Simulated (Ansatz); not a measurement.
For MgO (P6₃mc, No. 186, 4 atoms in the cell; start mp-549706; a measured phase of this formula has another space group), PBEsol (Ansatz, an electronic-structure program, PAW) gives:

```
Quantity             Result
------------------  -------
lattice constant a  3.303 Å
c axis length       5.021 Å
```

Task: What does HSE06 (Ansatz, PAW) give for the same quantities?

Result: 
- lattice constant a: 3.285 Å (decreases by 0.5 %)
- lattice parameter c: 5.048 Å (goes up by 0.5 %)

Changes are worked out from the printed values.

Unless a cell is named, each level is at its own relaxed cell (PBEsol 11.86, HSE06 11.79 Å³/atom).

Caveats: the relaxation could not lower the start's symmetry, so the cell can be a saddle point above a distorted one (HSE06). Ansatz's density-functional and Hartree–Fock values are scalar-relativistic unless marked +SOC, with PAW data made under PBE.

A start named mp-… is a Materials Project structure, which need not be a measured phase.
